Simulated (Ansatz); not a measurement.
# Convergence study of the k-point mesh for VW3 (I4mm, 4 atoms in the cell)

```yaml
crystal:
  lattice:
    - [0.00000, 3.10949, 3.10949]
    - [3.10949, 0.00000, 3.10949]
    - [3.10949, 3.10949, 0.00000]
  atoms:
    - { symbol: V, position: [0.00804, 0.00804, 0.99196] }
    - { symbol: W, position: [0.25000, 0.25000, 0.25000] }
    - { symbol: W, position: [0.75000, 0.75000, 0.75000] }
    - { symbol: W, position: [0.50000, 0.50000, 0.50000] }
```

Level of theory: LDA (PW92), default PAW files made with PBE (plane waves; Ansatz, a first-principles code).

Base settings: basis.ecutwfc = 420 eV; kpoints.mp_grid.grid = 9 9 9; hamiltonian.xc = lda; hamiltonian.pseudopotentials = {kind: paw} (the program's default PAW files); scf.occupations.method = gaussian; scf.occupations.width = 0.1 eV.

The second cell is the first with its lattice scaled by 0.98.

Only quantities that move along the ladder and can be compared are tabulated.

The count of work is k-points × plane waves × bands × iterations; it is no time. Core times come from one kind of shared machine, to one figure; runs under 30 s give none.

The starting cell comes from a database of computed structures (which also holds hypothetical and non-ambient phases and stackings), without a prior relaxation at this level. Its lattice was rescaled by up to half a per cent. One atom was moved a little off its site on purpose. Spin polarisation is off. In the base run, with a pressure of about -7 GPa the cell is away from its equilibrium volume at this level. Ansatz's pressure includes its estimate of the finite-basis (Pulay) stress.

Steps (kpoints.mp_grid.grid): 2 2 2; 3 3 3; 4 4 4; 5 5 5; 6 6 6; 8 8 8; 9 9 9; 11 11 11; 13 13 13; 16 16 16; 20 20 20; 22 22 22; 27 27 27.

What is the coarsest kpoints.mp_grid.grid that holds the energy of the compressed cell less the first within 2 meV/atom of the last step, with all finer ones?

8 8 8, at 0.040 of the last step's count of work; the step before is off by 3.8 meV/atom.

What is the coarsest kpoints.mp_grid.grid that holds the forces within 0.005 eV/Å of the last step, with all finer ones?

11 11 11, at 0.086 of the last step's count of work; the step before is off by 0.017 eV/Å.

What is the coarsest kpoints.mp_grid.grid that holds the free energy within 5 meV/atom of the last step, with all finer ones?

8 8 8, at 0.040 of the last step's count of work; the step before is off by 8.3 meV/atom.

| kpoints.mp_grid.grid | free energy less the last step's (meV/atom) | energy of the compressed cell less the first (meV/atom) | pressure (GPa) | largest difference of a force vector from the last step's (eV/Å) | count of work / last | core time / last (rough) |
|---|---|---|---|---|---|---|
| 2 2 2 | -254.65 | -54.07 | -17.76 | 0.021 | 0.0041 | – |
| 3 3 3 | 67.40 | 2.32 | -8.40 | 0.131 | 0.0041 | – |
| 4 4 4 | 6.04 | 22.42 | -5.43 | 0.010 | 0.0088 | – |
| 5 5 5 | -8.11 | 11.41 | -7.12 | 0.024 | 0.012 | – |
| 6 6 6 | 8.29 | 9.18 | -7.30 | 0.036 | 0.020 | – |
| 8 8 8 | 0.73 | 14.59 | -6.53 | 0.017 | 0.040 | – |
| 9 9 9 | -2.33 | 12.93 | -6.81 | 0.017 | 0.051 | – |
| 11 11 11 | 0.23 | 13.15 | -6.73 | 0.001 | 0.086 | – |
| 13 13 13 | -0.52 | 12.73 | -6.81 | 0.003 | 0.13 | 0.1 |
| 16 16 16 | 0.10 | 13.05 | -6.75 | 0.002 | 0.24 | 0.2 |
| 20 20 20 | -0.07 | 12.95 | -6.76 | 0.001 | 0.44 | 0.6 |
| 22 22 22 | 0.09 | 12.85 | -6.77 | 0.001 | 0.57 | 0.6 |
| 27 27 27 | 0.00 | 12.93 | -6.75 | 0.000 | 1.0 | 1 |

The energy difference between the two cells stays within 1 meV/atom of the last step's from 9 9 9 on, the total only from 11 11 11 on: much of the error is common to both cells and cancels.

Keys are those of Ansatz 0.2.
